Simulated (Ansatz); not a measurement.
Effect of tensor shear ε_xy = +0.57 % on MgS

The reference is MgS in the rock salt structure (space group Fm-3m, No. 225; a = 5.203 Å). Axes: x, y, z lie along the cube axes.

Modification: tensor shear ε_xy = +0.57 % (engineering shear γ = 0.0114), atoms relaxed at fixed cell.

Computed with plane-wave PAW DFT at the r2SCAN level (Ansatz, a quantum-chemistry and plane-wave program, 500 eV), scalar-relativistic without spin-orbit coupling. Γ-centred 11×11×11 mesh, Fermi–Dirac width 0.05 eV.

| quantity | base | changed | shift |
|---|---|---|---|
| space group | Fm-3m (No. 225) | Immm (No. 71) | – |
| shortest interatomic distance | 2.602 Å | 2.602 Å | 0.000 Å |
| energy relative to the base (free energy F) | 0 meV/atom | +0.4 meV/atom | +0.4 meV/atom |
| band gap | 3.46 eV | 3.40 eV | -0.06 eV |
| gap character | – | indirect, Γ → X | – |
| smallest direct gap | 4.64 eV | 4.58 eV | -0.06 eV |
| valence-band top at Γ (three highest levels, from the VBM) | 0.00, 0.00, 0.00 eV | 0.00, -0.06, -0.11 eV | – |
| stress (xx, yy, zz, yz, xz, xy; compression positive) | – | (0.01, 0.01, 0.00, 0.00, 0.00, -0.69) GPa | – |

Final structure:

```
CELL_PARAMETERS angstrom
      0.01483     2.60152     2.60152
      2.60152     0.01483     2.60152
      2.61635     2.61635     0.00000
ATOMIC_POSITIONS crystal
  Mg 0.00000 0.00000 0.00000
  S  0.50000 0.50000 0.50000
```

The cells carry an imposed strain or load. Stability against distortions was not tested. k-point labels follow each cell's own Brillouin zone.
